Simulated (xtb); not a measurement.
xtb 6.7.1, GFN1-xTB: Nb(OEt)2(Me)3 (CC[O][Nb]([CH3])([CH3])([CH3])[O]CC), 29 atoms. The geometry is a generated start, not checked to be a minimum at this level.

| Item | Result |
|---|---|
| run flags | --grad |
| method | GFN1-xTB |
| --acc | 1 (default) |
| --etemp (K) | 300 (default) |
| basis functions | 84 |
| valence electrons | 64 |

```xyz
29

Nb    -0.1231     0.1753     0.5379
O     -1.7265    -0.4729     0.0831
C     -2.5683    -1.1722    -0.7402
C     -1.8007    -1.7056    -1.9587
H     -3.0174    -2.0178    -0.1844
H     -3.3927    -0.5160    -1.0772
H     -1.0021    -2.3722    -1.6195
H     -2.4629    -2.2538    -2.6260
H     -1.3556    -0.8657    -2.4998
O      1.5761     0.0919     0.0677
C      2.8177    -0.0183    -0.5097
C      2.6877    -0.3335    -2.0037
H      3.3622     0.9317    -0.3752
H      3.3899    -0.8181    -0.0075
H      2.1180     0.4590    -2.4915
H      3.6675    -0.4081    -2.4677
H      2.1602    -1.2796    -2.1328
C     -1.1260     2.1854    -0.0407
H     -1.9386     2.3745     0.6692
H     -1.5681     2.1147    -1.0414
H     -0.4660     3.0551    -0.0256
C     -0.5547    -0.9622     2.5053
H     -0.8276    -2.0017     2.2918
H     -1.4135    -0.4875     2.9911
H      0.2653    -0.9715     3.2245
C      0.7023     1.6347     2.1592
H      1.1837     2.4867     1.6742
H      1.4645     1.1249     2.7523
H     -0.0512     2.0229     2.8455
```

Charge 0 and multiplicity 1 are set for this test and not shown to be the ground state.

One run each on 1 thread. Values of broydamp tried: 0.02, 0.05, 0.1, 0.2, 0.4 (default), 0.6, 0.8, 1.

Problem. How does the count of SCC iterations change with broydamp, and where is it least?

Solution. Fewest SCC iterations, within one of each other: 0.2 with 12, 0.4 (default) with 12, 0.6 with 13. The count rises to 25 at 0.02. All converge to one solution.

```tsv
broydamp	SCC iterations	end
0.02	25	same solution
0.05	20	same solution
0.1	18	same solution
0.2	12	same solution
0.4 (default)	12	same solution
0.6	13	same solution
0.8	14	same solution
1	16	same solution
```
